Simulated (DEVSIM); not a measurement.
Device: Co/SiO2/n-Si capacitor, at 300 K.

```tsv
layer (left to right)	material	thickness (nm)	Nd (cm⁻³)
1	SiO2	35.0	-
2	Si	2400	5.5e16
```

Metal gate on the left, work function 5 eV. Fixed charge at the semiconductor interface 1.8e10 cm⁻² (in units of +e); no interface traps.

Constants are typed, rounded textbook-type inputs, not results; the design itself was drawn at random and stands for no fabricated device. Values at 300 K.

| parameter | SiO2 | Si |
|---|---|---|
| gap (eV) | 9 | 1.124 |
| affinity (eV) | 0.9 | 4.05 |
| permittivity | 3.9 | 11.7 |
| Nc (cm⁻³) | - | 2.86e19 |
| Nv (cm⁻³) | - | 3.1e19 |

DEVSIM, 1D Poisson equation in equilibrium, Boltzmann statistics, complete ionisation; no quantum confinement or tunnelling. Metal contacts follow the ideal Schottky-Mott rule: no Fermi-level pinning, no interface dipoles.

**Question.** Tabulate band edges, carrier densities and field at -4.4 V on the gate.

**Answer.** Energies count from the Fermi level of the right contact; mesh points crowd at the junctions.

```json
[
 {"x (μm)": "0.000", "Ec (eV)": "8.500", "Ev (eV)": "-0.500", "n (cm⁻³)": "< 1e2", "p (cm⁻³)": "< 1e2", "field (V/cm)": "-1200000"},
 {"x (μm)": "0.001500", "Ec (eV)": "8.318", "Ev (eV)": "-0.682", "n (cm⁻³)": "< 1e2", "p (cm⁻³)": "< 1e2", "field (V/cm)": "-1200000"},
 {"x (μm)": "0.004999", "Ec (eV)": "7.894", "Ev (eV)": "-1.106", "n (cm⁻³)": "< 1e2", "p (cm⁻³)": "< 1e2", "field (V/cm)": "-1200000"},
 {"x (μm)": "0.01252", "Ec (eV)": "6.983", "Ev (eV)": "-2.017", "n (cm⁻³)": "< 1e2", "p (cm⁻³)": "< 1e2", "field (V/cm)": "-1200000"},
 {"x (μm)": "0.02747", "Ec (eV)": "5.171", "Ev (eV)": "-3.829", "n (cm⁻³)": "< 1e2", "p (cm⁻³)": "< 1e2", "field (V/cm)": "-1200000"},
 {"x (μm)": "0.03226", "Ec (eV)": "4.590", "Ev (eV)": "-4.410", "n (cm⁻³)": "< 1e2", "p (cm⁻³)": "< 1e2", "field (V/cm)": "-1200000"},
 {"x (μm)": "0.03444", "Ec (eV)": "4.326", "Ev (eV)": "-4.674", "n (cm⁻³)": "< 1e2", "p (cm⁻³)": "< 1e2", "field (V/cm)": "-1200000"},
 {"x (μm)": "0.03628", "Ec (eV)": "1.073", "Ev (eV)": "-0.052", "n (cm⁻³)": "< 1e2", "p (cm⁻³)": "4.2e18", "field (V/cm)": "-220000"},
 {"x (μm)": "0.03954", "Ec (eV)": "1.019", "Ev (eV)": "-0.105", "n (cm⁻³)": "220", "p (cm⁻³)": "5.3e17", "field (V/cm)": "-140000"},
 {"x (μm)": "0.04760", "Ec (eV)": "0.922", "Ev (eV)": "-0.202", "n (cm⁻³)": "9100", "p (cm⁻³)": "1.3e16", "field (V/cm)": "-110000"},
 {"x (μm)": "0.06593", "Ec (eV)": "0.732", "Ev (eV)": "-0.392", "n (cm⁻³)": "1.5e7", "p (cm⁻³)": "7.9e12", "field (V/cm)": "-96000"},
 {"x (μm)": "0.1353", "Ec (eV)": "0.269", "Ev (eV)": "-0.855", "n (cm⁻³)": "8.8e14", "p (cm⁻³)": "130000", "field (V/cm)": "-37000"},
 {"x (μm)": "0.2705", "Ec (eV)": "0.162", "Ev (eV)": "-0.962", "n (cm⁻³)": "5.5e16", "p (cm⁻³)": "2100", "field (V/cm)": "-54"},
 {"x (μm)": "0.5858", "Ec (eV)": "0.162", "Ev (eV)": "-0.962", "n (cm⁻³)": "5.5e16", "p (cm⁻³)": "2100", "field (V/cm)": "≈ 0"},
 {"x (μm)": "1.609", "Ec (eV)": "0.162", "Ev (eV)": "-0.962", "n (cm⁻³)": "5.5e16", "p (cm⁻³)": "2100", "field (V/cm)": "≈ 0"},
 {"x (μm)": "2.081", "Ec (eV)": "0.162", "Ev (eV)": "-0.962", "n (cm⁻³)": "5.5e16", "p (cm⁻³)": "2100", "field (V/cm)": "≈ 0"},
 {"x (μm)": "2.289", "Ec (eV)": "0.162", "Ev (eV)": "-0.962", "n (cm⁻³)": "5.5e16", "p (cm⁻³)": "2100", "field (V/cm)": "≈ 0"},
 {"x (μm)": "2.373", "Ec (eV)": "0.162", "Ev (eV)": "-0.962", "n (cm⁻³)": "5.5e16", "p (cm⁻³)": "2100", "field (V/cm)": "≈ 0"},
 {"x (μm)": "2.416", "Ec (eV)": "0.162", "Ev (eV)": "-0.962", "n (cm⁻³)": "5.5e16", "p (cm⁻³)": "2100", "field (V/cm)": "≈ 0"},
 {"x (μm)": "2.428", "Ec (eV)": "0.162", "Ev (eV)": "-0.962", "n (cm⁻³)": "5.5e16", "p (cm⁻³)": "2100", "field (V/cm)": "≈ 0"},
 {"x (μm)": "2.433", "Ec (eV)": "0.162", "Ev (eV)": "-0.962", "n (cm⁻³)": "5.5e16", "p (cm⁻³)": "2100", "field (V/cm)": "≈ 0"},
 {"x (μm)": "2.435", "Ec (eV)": "0.162", "Ev (eV)": "-0.962", "n (cm⁻³)": "5.5e16", "p (cm⁻³)": "2100", "field (V/cm)": "≈ 0"}
]
```
